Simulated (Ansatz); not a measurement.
SrO under load (space group Fm-3m), r2SCAN, rigid bands in Ansatz (a program for electronic structure). Condition of this run: hydrostatic pressure of -5.4 GPa (compression positive) (the target of the relaxation). Band gap 3.81 eV, N_c = 3.50e19 cm⁻³ and N_v = 2.61e20 cm⁻³ at 300 K, conductivity masses of 0.534 mₑ (electrons) and 1.51 mₑ (holes). Take k_BT = 0.02585 eV.

### Question
Find the intrinsic carrier density and the intrinsic Fermi level.

### Answer
n_i = √(N_c N_v) exp(−E_g/2k_BT) = 9.56e19 × exp(−73.69) = 9.5e-13 cm⁻³. The level lies (k_BT/2) ln(N_v/N_c) = 26 meV from mid-gap (positive towards the conduction band). Each 0.1 eV added to the gap lowers n_i by a factor of 6.9.

### Question
What thermal injection velocity √(2k_BT/πm) limits a ballistic channel?

### Answer
7.36e6 cm/s for electrons and 4.38e6 cm/s for holes, a ratio of √(m_h/m_e) = 1.68, for dilute carriers.

### Question
A film of it is 8 nm thick. Estimate the confinement energies in an infinite well.

### Answer
ħ²π²/(2m t²) = 0.376 eV·nm²/(m/mₑ × t²) gives 11.0 meV for electrons and 3.89 meV for holes, so the gap would widen to about 3.82 eV. Finite barriers and nonparabolic bands lower this, and with several valleys or bands the heaviest mass along the normal sets the lowest level, not this average.

Rigid bands with the computed gap; masses take one relaxation time for all states. Spin-orbit coupling is left out; where it splits the top of the valence band, N_v and the p-type Seebeck coefficient come out somewhat high without it. Geometry: cell and atoms relaxed with PBEsol.
